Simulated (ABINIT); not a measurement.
**Input and output of a self-consistent single point for Re3Tc (P6_3/mmc, 8 atoms in the cell) (ABINIT)**

Level of theory: PBEsol, PAW (JTH v2.0 PBE PAW, files made for PBE) (plane waves; ABINIT).

Input:

```
# Re3Tc, JTH v2.0 PBE PAW
pp_dirpath "./"
pseudos "Tc.GGA_PBE-JTH.xml, Re.GGA_PBE-JTH.xml"
acell 5.4775775963 5.4775775963 4.4293420000 Angstrom
rprim
         1.0000000000    0.0000000171    0.0000000000
        -0.5000000148    0.8660253952    0.0000000000
         0.0000000000    0.0000000000    1.0000000000
natom 8
ntypat 2
znucl 43 75
typat 1 1 2 2 2 2 2 2
xcart
        -0.0000001022    5.9762227749    6.2776824692
         5.1755606906    2.9881114759    2.0925608231
        -0.0000000511    2.9853922061    2.0925608231
         5.1755606395    5.9789420447    6.2776824692
         7.7656959672    1.4926962358    6.2776824692
        -2.5901353788    7.4716380150    2.0925608231
         2.5901351232    7.4716381036    2.0925608231
         2.5854254652    1.4926961472    6.2776824692
ecut 20 Ha
pawecutdg 40 Ha
ixc -116133
occopt 7
tsmear 0.2 eV
nband 75
kptopt 1
ngkpt 4 4 5
nshiftk 1
shiftk 0 0 0
nstep 80
toldfe 1.0e-09
prtwf 0
prtden 0
enunit 1
```

Log, with long lists cut:

```
 Symmetries : space group P6_3/m m c (#194); Bravais hP (primitive hexag.)

 -outvars: echo values of preprocessed input variables --------
            acell      1.0351121529E+01  1.0351121529E+01  8.3702433289E+00 Bohr
             ecut      2.00000000E+01 Hartree
           enunit           1
              ixc     -116133
         kptrlatt        4    0    0      0    4    0      0    0    5
          kptrlen      4.14044861E+01
            natom           8
            nband          75
            ngfft          45      45      36
          ngfftdg          60      60      48
             nkpt          12
            nstep          80
             nsym          24
           ntypat           2
           occopt           7
        pawecutdg      4.00000000E+01 Hartree
            rprim      1.0000000000E+00  1.7100000000E-08  0.0000000000E+00
                      -5.0000001480E-01  8.6602539520E-01  0.0000000000E+00
                       0.0000000000E+00  0.0000000000E+00  1.0000000000E+00
          spgroup         194
           toldfe      1.00000000E-09 Hartree
           tsmear      7.34986508E-03 Hartree
            typat      1  1  2  2  2  2  2  2
           useylm           1
             xred      3.3333333115E-01  6.6666666450E-01  7.4999999781E-01
                       6.6666666449E-01  3.3333333117E-01  2.4999999781E-01
                       1.6651499855E-01  3.3302999929E-01  2.4999999781E-01
                       8.3348499710E-01  6.6696999639E-01  7.4999999781E-01
                       8.3348499710E-01  1.6651499856E-01  7.4999999781E-01
                       1.6651499855E-01  8.3348499711E-01  2.4999999781E-01
                       6.6696999637E-01  8.3348499711E-01  2.4999999781E-01
                       3.3302999927E-01  1.6651499856E-01  7.4999999781E-01
            znucl       43.00000   75.00000

== DATASET  1 ==================================================================

 Real(R)+Recip(G) space primitive vectors, cartesian coordinates (Bohr,Bohr^-1):
 R(1)= 10.3511215  0.0000002  0.0000000  G(1)=  0.0966079  0.0557766  0.0000000
 R(2)= -5.1755609  8.9643341  0.0000000  G(2)= -0.0000000  0.1115532  0.0000000
 R(3)=  0.0000000  0.0000000  8.3702433  G(3)=  0.0000000  0.0000000  0.1194708
 Unit cell volume ucvol=  7.7668252E+02 bohr^3
 Angles (23,13,12)=  9.00000000E+01  9.00000000E+01  1.20000000E+02 degrees

 Coarse grid specifications (used for wave-functions):

 getcut: wavevector=  0.0000  0.0000  0.0000  ngfft=  45  45  36
         ecut(hartree)=     20.000   => boxcut(ratio)=   2.11147

 Fine grid specifications (used for densities):

 getcut: wavevector=  0.0000  0.0000  0.0000  ngfft=  60  60  48
         ecut(hartree)=     40.000   => boxcut(ratio)=   2.01423

   3.90981105E+04                                ecore*ucvol(ha*bohr**3)

_setup2: Arith. and geom. avg. npw (full set) are    3317.713    3317.671

--- !BeginCycle
solver: {iscf: 17, nstep: 80, nline: 4, wfoptalg: 10, }
tolerances: {toldfe: 1.00E-09, }
...

     iter   Etot(hartree)      deltaE(h)  residm     nres2
 ETOT  1  -641.86920837355    -6.419E+02 2.522E+00 5.722E+01
 ETOT  2  -645.28211998885    -3.413E+00 2.106E-02 1.689E+02
 ETOT  3  -644.85016922827     4.320E-01 2.978E-02 5.846E+00
 ETOT  4  -644.85561189192    -5.443E-03 1.083E-02 1.080E+00
 ETOT  5  -644.85581420325    -2.023E-04 3.014E-03 4.847E-01
 ETOT  6  -644.85428879963     1.525E-03 1.861E-03 1.453E-02
   [... 2 lines left out ...]
 ETOT  9  -644.85427381206     3.991E-06 3.171E-04 7.700E-05
 ETOT 10  -644.85427355462     2.574E-07 9.066E-05 2.598E-07
 ETOT 11  -644.85427355757    -2.950E-09 1.142E-04 1.304E-07
 ETOT 12  -644.85427355732     2.412E-10 6.880E-05 1.018E-08
 ETOT 13  -644.85427355730     2.376E-11 9.066E-05 8.168E-10

 At SCF step   13, etot is converged :
  for the second time, diff in etot=  2.376E-11 < toldfe=  1.000E-09

 Cartesian components of stress tensor (hartree/bohr^3)
  sigma(1 1)= -2.78038591E-05  sigma(3 2)=  0.00000000E+00
  sigma(2 2)= -2.78038539E-05  sigma(3 1)=  0.00000000E+00
  sigma(3 3)=  1.91377268E-05  sigma(2 1)= -6.75833450E-13

 ----iterations are completed or convergence reached----

 reduced coordinates (array xred) for    8 atoms
       0.333333331154      0.666666664502      0.749999997814
       0.666666664487      0.333333331169      0.249999997814
       0.166514998545      0.333029999286      0.249999997814
       0.833484997095      0.666969996385      0.749999997814
       0.833484997095      0.166514998561      0.749999997814
       0.166514998545      0.833484997111      0.249999997814
       0.666969996370      0.833484997111      0.249999997814
       0.333029999270      0.166514998561      0.749999997814
 cartesian forces (eV/Angstrom) at end:
    1      0.00000000000000    -0.00000000000000    -0.00000000000000
    2     -0.00000000000000     0.00000000000000    -0.00000000000000
    3     -0.00000000011155     0.00652343150322    -0.00000000000000
    4      0.00000000011155    -0.00652343150322     0.00000000000000
    5     -0.00564945745719     0.00326171565506    -0.00000000000000
    6      0.00564945745719    -0.00326171565506     0.00000000000000
    7     -0.00564945734564    -0.00326171584816    -0.00000000000000
    8      0.00564945734564     0.00326171584816    -0.00000000000000
 frms,max,avg= 3.2617158E-03 6.5234315E-03   0.000E+00  0.000E+00  0.000E+00 e/A
 length scales= 10.351121528637 10.351121528637  8.370243328888 bohr
              =  5.477577596300  5.477577596300  4.429342000000 angstroms
 Fermi (or HOMO) energy (eV) =  12.05756   Average Vxc (eV)= -14.45548
 Eigenvalues (   eV  ) for nkpt=  12  k points:
 kpt#   1, nband= 75, wtk=  0.01250, kpt=  0.0000  0.0000  0.0000 (reduced coord)
 -67.76392  -67.67872  -67.67872  -67.67314  -67.63440  -67.63440  -54.43303  -54.43230
 -30.15701  -30.08899  -29.94115  -29.84271  -29.84271  -29.74471  -29.74471  -29.70891
 -29.70891  -29.45677  -29.27339  -29.27339  -29.17564  -29.16422  -29.16422  -29.16248
   [... 7 lines left out ...]
 prteigrs : prtvol=0 or 1, do not print more k-points.

--- !EnergyTerms
comment             : Components of total free energy in Hartree
kinetic             :  1.50675764588841E+02
hartree             :  8.95196556284349E+01
xc                  : -8.93358882124900E+01
Ewald energy        : -5.65551849668408E+02
psp_core            :  5.03398873499770E+01
local_psp           : -2.89732441864359E+02
spherical_terms     :  9.23472754306863E+00
internal            : -6.44850144634935E+02
'-kT*entropy'       : -4.11719612682148E-03
total_energy        : -6.44854261831062E+02
total_energy_eV     : -1.75473768524420E+04
...

-Cartesian components of stress tensor (GPa)         [Pressure=  3.5766E-01 GPa]
- sigma(1 1)= -8.18017639E-01  sigma(3 2)=  0.00000000E+00
- sigma(2 2)= -8.18017487E-01  sigma(3 1)=  0.00000000E+00
- sigma(3 3)=  5.63051267E-01  sigma(2 1)= -1.98837032E-08

 Calculation completed.
```

The run converged in 13 iterations.

The starting cell comes from a database of computed structures (which also holds hypothetical and non-ambient phases and stackings), without a prior relaxation at this level. Its lattice was rescaled by a random factor within 2.5 % of one. Spin polarisation is off. The potentials were made for another functional than the one used.

These are the values that this program gave, and no reference: the one-centre exchange-correlation terms come from a truncated expansion.

Cost on one core of a shared machine: roughly 5 min.
